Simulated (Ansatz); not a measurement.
Pressure series in HgSe

The parent structure is HgSe in the zinc blende structure (space group F-43m, No. 216; a = 6.063 Å).

Cell and atoms are relaxed at each pressure.

Computed with Ansatz (a first-principles code), LDA, PAW, cutoff 420 eV, spin-orbit coupling left out.

```json
[
 {"pressure (GPa)": "-2", "volume per atom (Å³/atom)": "28.949"},
 {"pressure (GPa)": "-1", "volume per atom (Å³/atom)": "28.378"},
 {"pressure (GPa)": "0", "volume per atom (Å³/atom)": "27.859"},
 {"pressure (GPa)": "0.9", "volume per atom (Å³/atom)": "?"},
 {"pressure (GPa)": "2.1", "volume per atom (Å³/atom)": "26.948"},
 {"pressure (GPa)": "4.5", "volume per atom (Å³/atom)": "26.085"},
 {"pressure (GPa)": "9", "volume per atom (Å³/atom)": "24.807"},
 {"pressure (GPa)": "22.5", "volume per atom (Å³/atom)": "22.290"},
 {"pressure (GPa)": "30", "volume per atom (Å³/atom)": "21.332"}
]
```

**Question.** Fit the third-order Birch–Murnaghan form P(V) = (3B₀/2)[(V₀/V)^(7/3) − (V₀/V)^(5/3)]·[1 + (3/4)(B₀′ − 4)((V₀/V)^(2/3) − 1)] (squares taken in P) to the rows shown and predict the withheld row.

**Answer.** Least squares on the printed values gives V₀ = 27.867 Å³/atom, B₀ = 58.1 GPa, B₀′ = 4.9; this predicts 27.453 Å³/atom, and the run gives 27.454 Å³/atom, in agreement.

Measured bulk modulus of HgSe: 50 GPa (temperature not stated; as listed in Cormac Toher et al., Physical Review Materials (2017)); the computed value is for a static lattice, so the two differ by thermal effects too.

A case with no gap was solved on a k-mesh chosen for an insulator, which is coarse for it. Load acts through the strain it causes; cell and atoms are relaxed under it. No phonon test of stability was made. Tetrahedral semiconductors of this kind turn to denser phases somewhere between about 1 and 50 GPa; those were not computed, so compressed cells here can lie past the real transition. The final runs are not spin-polarised.
